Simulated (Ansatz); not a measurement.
The starting structures come from a database of crystals and need not be the phases stable at ambient conditions.

Evanescent states of BaZr(BO3)2 (R-3c, not sure to be the ambient phase, 20 atoms a cell, 13.7 Å³ an atom, -5 GPa at this level) along the normal of (101)

The numbers are results of PBEsol (plane waves, PAW; Ansatz, a quantum-chemistry and plane-wave program), not measurements.

No gap correction and no spin-orbit coupling; mid-gap values are interpolated between computed energies.

Energies count from the valence-band top; κ is the least over a 6×4 mesh across the current.

```json
[
 {"E (eV)": "0.10", "κ (1/Å)": "0.234", "where": "Γ"},
 {"E (eV)": "0.30", "κ (1/Å)": "0.309", "where": "Γ"},
 {"E (eV)": "0.50", "κ (1/Å)": "0.356", "where": "Γ"},
 {"E (eV)": "0.70", "κ (1/Å)": "0.380", "where": "Γ"},
 {"E (eV)": "0.90", "κ (1/Å)": "0.390", "where": "Γ"},
 {"E (eV)": "1.10", "κ (1/Å)": "0.397", "where": "Γ"},
 {"E (eV)": "1.30", "κ (1/Å)": "0.403", "where": "Γ"},
 {"E (eV)": "1.50", "κ (1/Å)": "0.406", "where": "Γ"},
 {"E (eV)": "1.70", "κ (1/Å)": "0.408", "where": "Γ"},
 {"E (eV)": "1.90", "κ (1/Å)": "0.408", "where": "Γ"},
 {"E (eV)": "2.10", "κ (1/Å)": "0.406", "where": "Γ"},
 {"E (eV)": "2.30", "κ (1/Å)": "0.403", "where": "Γ"},
 {"E (eV)": "2.50", "κ (1/Å)": "0.397", "where": "Γ"},
 {"E (eV)": "2.70", "κ (1/Å)": "0.390", "where": "Γ"},
 {"E (eV)": "2.90", "κ (1/Å)": "0.382", "where": "Γ"},
 {"E (eV)": "3.10", "κ (1/Å)": "0.371", "where": "Γ"},
 {"E (eV)": "3.30", "κ (1/Å)": "0.357", "where": "Γ"},
 {"E (eV)": "3.50", "κ (1/Å)": "0.341", "where": "Γ"},
 {"E (eV)": "3.70", "κ (1/Å)": "0.306", "where": "Γ"},
 {"E (eV)": "3.90", "κ (1/Å)": "0.228", "where": "Γ"},
 {"E (eV)": "4.10", "κ (1/Å)": "0.034", "where": "Γ"}
]
```

Q: How thick must the barrier be to attenuate the transmission by 10^6 when the electrodes' Fermi level lies at 2.90 eV, and what attenuation does that film give at 3.10 eV?

A: d = 6 ln 10 / (2 × 0.382) = 18.1 Å. At 3.10 eV it gives 6 × 0.371/0.382 = 5.8 decades.
